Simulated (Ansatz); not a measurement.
## zinc-blende BN: the defect B vacancy + 3 H

Computed with PBE, PAW (plane waves to 420 eV; Ansatz, a program for electronic structure). Cell: 64 sites, 2×2×2; final energies on a 2×2×2 shifted mesh. Sites at the start: the B site; 3 H on the vacancy's neighbours. Energies of charged states are corrected for periodic images (point charge plus alignment at distant sites). Dielectric constants: PBE linear response of the host. Host gap at this level: 4.46 eV. A cell of this size leaves errors of a few tenths of an eV. PBE underestimates the host's gap, which shifts levels and can delocalise carriers. Spin–orbit coupling is left out. Each state is the lowest found from its start.

Formation energies E_f are given with the Fermi level at the valence-band maximum. Chemical conditions: N-rich (Δμ(B) = -2.35 eV, Δμ(H) = -0.34 eV, bounded by NH3 molecule; only phases computed here count, gases as isolated molecules at 0 K). Reference phases: B: alpha boron, H: H2 molecule in a box.

```json
[
 {"charge": "+1*", "moment (μB)": "fractional", "largest move off a lattice site (Å)": "0.17", "image correction with alignment (eV)": "–", "E_f, N-rich (eV)": "–"},
 {"charge": "0", "moment (μB)": "not spin-polarised", "largest move off a lattice site (Å)": "0.16", "image correction with alignment (eV)": "0.00", "E_f, N-rich (eV)": "2.27"}
]
```

* At this level the carrier isn't localised at the defect: at charge +1 holes occupy the valence band. Such a state is shallow or no state of the defect, and this cell gives it no level.

Starting moments that weren't kept: charge +1 began with 1 μB and ended with 0.5.
